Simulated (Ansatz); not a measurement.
The parent structure is PbS in the rock salt structure (space group Fm-3m, No. 225).

```cif
data_PbS
_chemical_formula_sum 'S1 Pb1'
_space_group_name_H-M_alt 'P 1'
_space_group_IT_number 1
_cell_length_a 4.22442
_cell_length_b 4.22442
_cell_length_c 4.22442
_cell_angle_alpha 60.000
_cell_angle_beta 60.000
_cell_angle_gamma 60.000
loop_
_space_group_symop_operation_xyz
  'x, y, z'
loop_
_atom_site_label
_atom_site_type_symbol
_atom_site_fract_x
_atom_site_fract_y
_atom_site_fract_z
_atom_site_occupancy
S1 S 0.00000 0.00000 0.00000 1
Pb1 Pb 0.50000 0.50000 0.50000 1
```

The values are results of r2SCAN (Ansatz, a quantum-chemistry and plane-wave program, PAW, no SOC), not measurements.

Base values:

The valley order is L along ⟨111⟩ 0.69 eV; a point along ⟨110⟩, about 0.6 Å⁻¹ from Γ 1.58 eV and the volume per atom is 26.65 Å³. The width of the top valence band comes out as 3.46 eV.

It is then changed as follows: cell and atoms relaxed at a pressure of 3 GPa.

Problem. What happens to the valley order, volume per atom and width of the top valence band?

Solution. The valley order (the lowest conduction-band minima on the path, energy above the VBM, named in the base's zone) changes from L along ⟨111⟩ 0.69 eV; a point along ⟨110⟩, about 0.6 Å⁻¹ from Γ 1.58 eV to L along ⟨111⟩ 0.51 eV; a point along ⟨110⟩, about 0.7 Å⁻¹ from Γ 1.45 eV; the volume per atom decreases by 1.21 Å³ to 25.44 Å³; the width of the top valence band rises by 0.39 eV (3.46 eV → 3.85 eV).

With Pb present, leaving out spin-orbit coupling can change the band edges. The levels and masses belong to the bands next to the band gap. Load acts through the strain it causes; cell and atoms are relaxed under it. Whether these cells are dynamically stable was not tested.
